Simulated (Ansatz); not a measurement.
Output of an Ansatz run (abridged):

```
WARN the atoms were moved onto the symmetric positions of the space group found under crystal.symmetry.tolerance 1.0e-5 (fractional …
WARN ansatz: RAYON_NUM_THREADS=1 ignored (pool sized by the plan → 1); use --threads N
Pseudopotentials: kind: paw
Pseudopotential: Bi, paw, valence charge 15
Pseudopotential: S, paw, valence charge 6
Crystal: 4 atoms, lattice volume = 275.408 Å³
Basis set: ecut = 420 eV, 5383 PW (Γ)
Bands: 26, of which v1, the nominal top of the filled ones, is band 21 counted from 1 (20 counted from 0)
Symmetry: 4 space group operations
Space group: C2/m (ITA 12), of the structure as read, at distance tolerance 6.5e-5 Å
k-points: 36 of 121
PAW frozen core: Bi, regenerated for the run's functional, and the local potential with it
PAW frozen core: S, regenerated for the run's functional, and the local potential with it
Initial density: superposition of atomic densities (neutral atoms: chi_scale 0, normalization atom), corrected by the library's trained network
Initial wavefunctions: pseudopotential atomic-orbital guess
Eigensolver: davidson
Functional: x = slater, c = lda
SCF iter   1: F=—  HF=-25910.794955 eV  |F-HF|=—  |Δ(HF+E_count)|=         —  Δρ=4.23e-3  dr2=7.35e-2  ethr=1.77e-3  ⟨swp⟩=8.3  Hψ=5055  notcnv=0
all-band conjugate gradients solve this SCF's bands
preconditioner: auto → LDOS
SCF iter   2: F=—  HF=-25910.782391 eV  |F-HF|=—  |Δ(HF+E_count)|=   1.26e-2  Δρ=1.52e-3  dr2=1.30e-2  ethr=1.75e-4  ⟨swp⟩=2.6  Hψ=1988  notcnv=0
SCF iter   3: F=—  HF=-25910.779943 eV  |F-HF|=—  |Δ(HF+E_count)|=   2.45e-3  Δρ=5.77e-4  dr2=1.93e-3  ethr=3.11e-5  ⟨swp⟩=2.1  Hψ=1712  notcnv=0
SCF iter   4: F=—  HF=-25910.779539 eV  |F-HF|=—  |Δ(HF+E_count)|=   4.04e-4  Δρ=1.11e-4  dr2=4.45e-5  ethr=4.59e-6  ⟨swp⟩=2.0  Hψ=1550  notcnv=0
SCF iter   5: F=—  HF=-25910.779660 eV  |F-HF|=—  |Δ(HF+E_count)|=   1.21e-4  Δρ=3.23e-5  dr2=3.89e-6  ethr=1.06e-7  ⟨swp⟩=3.0  Hψ=1970  notcnv=0
SCF iter   6: F=—  HF=-25910.779661 eV  |F-HF|=—  |Δ(HF+E_count)|=   1.26e-6  Δρ=8.34e-6  dr2=2.38e-7  ethr=9.27e-9  ⟨swp⟩=2.0  Hψ=1543  notcnv=0
SCF iter   7: F=-25910.779661 eV  HF=-25910.779661 eV  |F-HF|=3.27e-9  |Δ(HF+E_count)|=   4.47e-8  Δρ=1.43e-6  dr2=5.73e-9  ethr=2.38e-10  ⟨swp⟩=6.8  Hψ=4502  notcnv=0
SCF 1 converged in 7 iterations: F = -25910.779661 eV  dr2 = 5.73e-9
SCF converged after 7 iterations
Free energy (F): -25910.779661 eV
Harris-Foulkes:  -25910.779661 eV  (|F-HF|=3.27e-9)
Internal energy: -25910.720440 eV  (E = F + TS)
E sigma→0 (E₀):  -25910.750051 eV
Entropy (-TS):   -0.059221 eV (-14.805 meV/atom)
Fermi energy:    0.991601 eV
--- Per-component energies (eV) ---
  E_band       = -571.857939
  E_kinetic    = 815.993973
  E_local      = -16357.676659  (includes V_loc(G=0)·N_el)
  E_nonlocal   = 1189.628445
  E_hartree    = 7416.170605
  E_xc         = -492.384307
  E_vxc        = -463.091689  (∫ρ·V_xc dr)
  E_paw        = -21842.736745  (= ΣΔE_a)
  E_vpaw       = -589.048407  (= ΣTr[D̂ρ^β])
  E_aug_tail   = -0.001045  (compensation charges beyond the density's cutoff)
  E_ewald      = 3359.988667
  E_core_change = 0.296625  (= ΣΔE_core)
  E_smearing   = -0.059221  (= −TS)
  E_closure    = -0.000000  (closes the sum)
  Σ components = -25910.779661   (vs F -25910.779661, Δ=0.00e0)
--- Forces (eV/Å), atoms counted from 1 ---
  atom   1  Bi     0.00977902     0.00963272     0.33709814
  atom   2  Bi    -0.00977902    -0.00963272    -0.33709814
  atom   3  S     -0.03348949    -0.03298846     0.11058043
  atom   4  S      0.03348949     0.03298846    -0.11058043
  max |Σ_I F_I| component: 1.39e-17 eV/Å
--- Stress (GPa, compression-positive) ---
       -1.128618      -0.120592       0.029017
       -0.120592      -1.124982       0.028582
        0.029016       0.028582      -0.830067
  P = ⅓ Tr σ = -1.0279 GPa (-10.279 kbar)
  The stress holds the Pulay correction. Without it, at fixed plane waves, as pw.x and ABINIT print it: P = -1.0365 GPa
--- Band table (eV; the first three rows and the last of 36) ---
  k-point 0: bands = ["-22.4943", "-22.4919", "-22.4704", "-22.4674", "-22.3919", "-22.3825", "-22.3763", "-22.3677", "-22.3643", "-22.3597", "-14.1973", "-13.1292", "-8.8301", "-7.8090", "-4.1949", "-3.5449", "-3.4535", "-2.7346", "-2.6515", [...]
  k-point 1: bands = ["-22.4919", "-22.4896", "-22.4719", "-22.4690", "-22.3903", "-22.3815", "-22.3763", "-22.3684", "-22.3641", "-22.3602", "-14.1342", "-13.0715", "-9.0002", "-7.9709", "-4.2344", "-3.4594", "-3.3848", "-2.6302", "-2.4786", [...]
  k-point 2: bands = ["-22.4859", "-22.4837", "-22.4759", "-22.4732", "-22.3865", "-22.3789", "-22.3762", "-22.3703", "-22.3633", "-22.3609", "-13.9476", "-12.9037", "-9.4487", "-8.4161", "-4.2209", "-3.2200", "-3.1811", "-2.4290", "-2.0156", [...]
  k-point 35: bands = ["-22.5218", "-22.5206", "-22.4350", "-22.4339", "-22.3845", "-22.3824", "-22.3737", "-22.3713", "-22.3487", "-22.3484", "-12.0161", "-11.9486", "-9.8833", "-9.8075", "-5.5836", "-5.2968", "-4.6294", "-4.3414", "-2.3627", [...]
```

The structure:

```
CELL_PARAMETERS angstrom
      3.97643     0.00000     0.00000
     -3.91650     3.97598     0.00000
      0.00000     0.00000    17.41961
ATOMIC_POSITIONS crystal
  Bi 0.59630 0.79815 0.40185
  Bi 0.65636 0.32818 0.59815
  S  0.66018 0.33009 0.42861
  S  0.59248 0.79624 0.57139
```

Q: Write an input that gives this output.

A: Other spellings and defaults could give the same log, and not every line can be read from it. The input that was run (DFT, LDA (PW92), plane waves, default PAW files made with PBE):

Ansatz 0.2 input:
```yaml
crystal:
  lattice:
    - [3.976433, 0.000000, 0.000000]
    - [-3.916498, 3.975981, 0.000000]
    - [0.000000, 0.000000, 17.419609]
  atoms:
    - { symbol: Bi, position: [0.596301, 0.798151, 0.401846] }
    - { symbol: Bi, position: [0.656355, 0.328177, 0.598154] }
    - { symbol: S, position: [0.660180, 0.330090, 0.428610] }
    - { symbol: S, position: [0.592476, 0.796238, 0.571390] }
basis:
  ecutwfc: 420.0 eV
kpoints:
  mp_grid: { grid: [11, 11, 1] }
hamiltonian:
  xc: lda
  pseudopotentials: { kind: paw }
scf:
  occupations: { method: fermi_dirac, width: 0.1 eV }
output:
  forces: true
  eigenvalues: true
  stress: true
```

The starting cell comes from a database of computed structures (which also holds hypothetical and non-ambient phases and stackings), without a prior relaxation at this level. The slab is cut from that crystal, and its faces are unrelaxed. Its lattice was rescaled by up to half a per cent. Spin-orbit coupling is off. Spin polarisation is off, though cut faces can carry moments; the slab shows no gap.

Ansatz is a program for electronic structure.
